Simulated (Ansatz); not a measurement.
Structures of equal composition on the (110) surface of germanium: Ga on one of 2 atoms of the third shell, H on every dangling bond; Ga on one of 2 atoms under the surface, H on every dangling bond. The slabs share one bottom face, and each structure is named by its start. These are constructed structures in small cells; real faces may alloy, dewet or reconstruct in larger ones, and not all known structures of the face are among them. Slabs of about 16 Å with all that they carry, Fermi-Dirac smearing of 0.025 eV. Bottom of the slabs: built like the top, H on every dangling bond, free. Relaxed from the named starts with such symmetry as they have, on meshes of like density; energies extrapolated to zero smearing; no spin-orbit coupling, no U. Spin-polarised runs, if any, are marked in brackets, and their order is one that fits the cell; the others ran without spin. Where a second, spin-polarised start was run, the lower counts.

The numbers are results of PBE (plane waves to 420 eV, PAW; Ansatz, an electronic-structure program), not measurements.

### Question
Rank these by energy per 1x1 cell (lowest first), as PBE gives it.

### Answer
Ga on one of 2 atoms of the third shell, H on every dangling bond (0.000 eV [spin start, no net moment], no gap over 0.04 eV on the mesh), Ga on one of 2 atoms under the surface, H on every dangling bond (0.052 eV [spin start, no net moment], no gap over 0.04 eV on the mesh)
